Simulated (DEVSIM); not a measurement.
Device: illuminated Si n-on-p cell, one wavelength, at 350 K.

```
layer (left to right)  material  thickness (μm)  Nd (cm⁻³)  Na (cm⁻³)  τn (s)  τp (s)  absorption coefficient (cm⁻¹)
---------------------  --------  --------------  ---------  ---------  ------  ------  -----------------------------
1                            Si          0.0760     1.6e18          -  1.6e-9  3.6e-9                            220
2                            Si            24.0          -     4.5e16  1.3e-7  1.3e-7                            220
```

Left contact: ohmic, minority hole recombination velocity 300 cm/s. Right contact: ohmic, minority electron recombination velocity 8e6 cm/s. Voltage is applied to the left contact. Recombination: SRH at mid-gap, radiative, Auger. Gap narrowing is on: ΔEg = 6.92 meV × (l + √(l² + 0.5)), l = ln(N/1.3e17 cm⁻³), shared equally by both band edges. Light enters at the left, 2e18 photons cm⁻² s⁻¹, one pass, no reflection. Mobility is μmin + (μ − μmin)/(1 + (N/Nref)^α).

Constants are typed, rounded textbook-type inputs, not results; the design itself was drawn at random and stands for no fabricated device. Values at 300 K; Nc and Nv go as T^1.5, mobilities as T to minus their exponent, the gap by Varshni's rule with the affinity fixed.

| parameter | Si |
|---|---|
| gap (eV) | 1.124 |
| affinity (eV) | 4.05 |
| permittivity | 11.7 |
| Nc (cm⁻³) | 2.86e19 |
| Nv (cm⁻³) | 3.1e19 |
| μn (cm²/Vs) | 1417 |
| μp (cm²/Vs) | 470 |
| μn,min | 52 |
| μp,min | 45 |
| Nref,n | 9.7e16 |
| Nref,p | 2.2e17 |
| αn | 0.68 |
| αp | 0.72 |
| T exponent of μn | 2.3 |
| T exponent of μp | 2.2 |
| B (cm³/s) | 4.7e-15 |
| Cn (cm⁶/s) | 2.8e-31 |
| Cp (cm⁶/s) | 9.9e-32 |
| Varshni α (eV/K) | 0.000473 |
| Varshni β (K) | 636 |

DEVSIM, 1D drift-diffusion, Boltzmann statistics, complete ionisation; no tunnelling, impact ionisation, image-force lowering or self-heating.

The doping Nd of layer 1 was swept, all else fixed.

```json
[
 {"doping Nd of layer 1 (cm^-3)": "4.8e16", "dark forward voltage at 1 A/cm² (V)": "0.556", "potential step across the device at zero bias (V)": "0.705", "largest field in the device at zero bias (V/cm)": "70000", "largest power (mW/cm²)": "20.5"},
 {"doping Nd of layer 1 (cm^-3)": "1.6e17", "dark forward voltage at 1 A/cm² (V)": "0.564", "potential step across the device at zero bias (V)": "0.739", "largest field in the device at zero bias (V/cm)": "86000", "largest power (mW/cm²)": "22.8"},
 {"doping Nd of layer 1 (cm^-3)": "4.8e17", "dark forward voltage at 1 A/cm² (V)": "0.565", "potential step across the device at zero bias (V)": "0.766", "largest field in the device at zero bias (V/cm)": "96000", "largest power (mW/cm²)": "22.9"},
 {"doping Nd of layer 1 (cm^-3)": "1.6e18", "dark forward voltage at 1 A/cm² (V)": "0.566", "potential step across the device at zero bias (V)": "0.794", "largest field in the device at zero bias (V/cm)": "110000", "largest power (mW/cm²)": "23.0"},
 {"doping Nd of layer 1 (cm^-3)": "4.8e18", "dark forward voltage at 1 A/cm² (V)": "0.566", "potential step across the device at zero bias (V)": "0.820", "largest field in the device at zero bias (V/cm)": "130000", "largest power (mW/cm²)": "23.0"},
 {"doping Nd of layer 1 (cm^-3)": "1.6e19", "dark forward voltage at 1 A/cm² (V)": "0.566", "potential step across the device at zero bias (V)": "0.848", "largest field in the device at zero bias (V/cm)": "[?]", "largest power (mW/cm²)": "23.0"}
]
```

Problem. What belongs in the gaps?

Solution. 
- 1.6e19, largest field in the device at zero bias (V/cm): 190000
